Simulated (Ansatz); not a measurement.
GaAs in the zinc blende structure (space group F-43m, No. 216)

```yaml
crystal:
  lattice:
    - [0.00000, 2.83335, 2.83335]
    - [2.83335, 0.00000, 2.83335]
    - [2.83335, 2.83335, 0.00000]
  atoms:
    - { symbol: As, position: [0.75000, 0.75000, 0.75000] }
    - { symbol: Ga, position: [0.00000, 0.00000, 0.00000] }
```

Method: Ansatz (a quantum-chemistry and plane-wave program) r2SCAN, no spin-orbit coupling. k-mesh 10×10×10 (Γ-centred); smearing 0.05 eV (Fermi–Dirac).

The volume per atom comes out as 22.75 Å³ and the density comes out as 5.28 g/cm³. The band gap is 0.96 eV, direct at Γ, the electron mass is 0.051 mₑ and the hole mass (degenerate bands, along [100]) is 0.050, 0.34, 0.34 mₑ. The lowest conduction-band minima above the VBM comes out as Γ 0.96 eV; L along ⟨111⟩ 1.35 eV; a point along ⟨100⟩, about 1.0 Å⁻¹ from Γ 1.72 eV and the total energy is -4327.879 eV/atom (σ→0; compares only within this code and set-up).

Effective masses come from finite differences of ±0.01 Å⁻¹. No phonon test of stability was made.
